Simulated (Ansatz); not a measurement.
# Ru, pressure series

Start from Ru in the hcp (Mg type) structure (space group P6_3/mmc, No. 194; a = 2.676 Å, c = 4.221 Å).

Cell and atoms are relaxed at each pressure.

Level of theory: LDA/PAW in Ansatz (a quantum-chemistry and plane-wave program), no spin-orbit coupling.

Notes on the quantities. enthalpy: H = E + PV relative to the base's energy.

```json
[
 {"change": "base", "enthalpy": "–", "volume per atom": "13.09 Å³"},
 {"change": "pressure −2 GPa", "enthalpy": "-0.16 eV/atom", "volume per atom": "13.16 Å³"},
 {"change": "pressure −1 GPa", "enthalpy": "-0.08 eV/atom", "volume per atom": "13.12 Å³"},
 {"change": "pressure 0.9 GPa", "enthalpy": "+0.07 eV/atom", "volume per atom": "[?]"},
 {"change": "pressure 2.1 GPa", "enthalpy": "+0.17 eV/atom", "volume per atom": "[?]"},
 {"change": "pressure 4.5 GPa", "enthalpy": "+0.37 eV/atom", "volume per atom": "12.93 Å³"},
 {"change": "pressure 9 GPa", "enthalpy": "+0.73 eV/atom", "volume per atom": "12.79 Å³"},
 {"change": "pressure 15 GPa", "enthalpy": "+1.20 eV/atom", "volume per atom": "12.61 Å³"},
 {"change": "pressure 22.5 GPa", "enthalpy": "+1.79 eV/atom", "volume per atom": "12.40 Å³"},
 {"change": "pressure 30 GPa", "enthalpy": "+2.36 eV/atom", "volume per atom": "[?]"}
]
```

Q: Fill in the withheld entries from the trend.

A: 
- pressure 0.9 GPa, volume per atom: 13.06 Å³
- pressure 2.1 GPa, volume per atom: 13.01 Å³
- pressure 30 GPa, volume per atom: 12.21 Å³

Load acts through the strain it causes; cell and atoms are relaxed under it. Whether these cells are dynamically stable was not tested. Competing high-pressure phases were not computed. The final runs are not spin-polarised.
